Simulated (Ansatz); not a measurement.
## What biaxial strain −0.60 %, plane normal [001], relaxed out of plane does to SnO2

Base system: SnO$_{2}$ in the rutile structure (space group P4_2/mnm, No. 136; a = 4.8276 Å, c = 3.2381 Å). Axes: x, y, z lie along a, b, c of the conventional cell.

It is then changed as follows: biaxial strain −0.60 %, plane normal [001], relaxed out of plane (Cartesian); in-plane vectors clamped, the third vector and the atoms free.

The values are results of Ansatz (a program for electronic structure) PBE, scalar-relativistic without spin-orbit coupling, not measurements. Γ-centred 7×7×10 mesh, Fermi–Dirac width 0.05 eV.

Volume per atom: 12.48 Å³ (base 12.58 Å³)
Space group: P4_2/mnm (No. 136) (base P4_2/mnm (No. 136))
Shortest interatomic distance: 2.080 Å (base 2.089 Å)
Pressure (mean of the normal stresses, compression positive): 1.08 GPa (base 0.00 GPa)
Band gap: 0.73 eV (base 0.68 eV)
Gap character: direct at Γ (base direct at Γ)
Electron mass: 0.16 mₑ out of plane, 0.17 mₑ in plane (at Γ) (base 0.16 mₑ along c, 0.17 mₑ across (at Γ))
Hole mass: 1.8 mₑ out of plane, 1.3 mₑ in plane (at Γ)
Valence-band top at Γ (three highest levels, from the VBM): 0.00, -0.73, -0.73 eV (base 0.00, -0.74, -0.74 eV)
Out-of-plane strain: +0.42 %
Mean in-plane stress (compression positive): +1.6 GPa

Final structure (turned so that z lies along the plane normal):

```yaml
crystal:
  lattice:
    - [4.79861, 0.00000, 0.00000]
    - [0.00000, 4.79861, 0.00000]
    - [0.00000, 0.00000, 3.25169]
  atoms:
    - { symbol: Sn, position: [0.00000, 0.00000, 0.00000] }
    - { symbol: Sn, position: [0.50000, 0.50000, 0.50000] }
    - { symbol: O, position: [0.30654, 0.30654, 0.00000] }
    - { symbol: O, position: [0.80654, 0.19346, 0.50000] }
    - { symbol: O, position: [0.19346, 0.80654, 0.50000] }
    - { symbol: O, position: [0.69346, 0.69346, 0.00000] }
```

Masses are band curvatures over ±0.01 Å⁻¹ around the edge. Gaps are read on the SCF mesh and a high-symmetry path. No phonon test of stability was made.
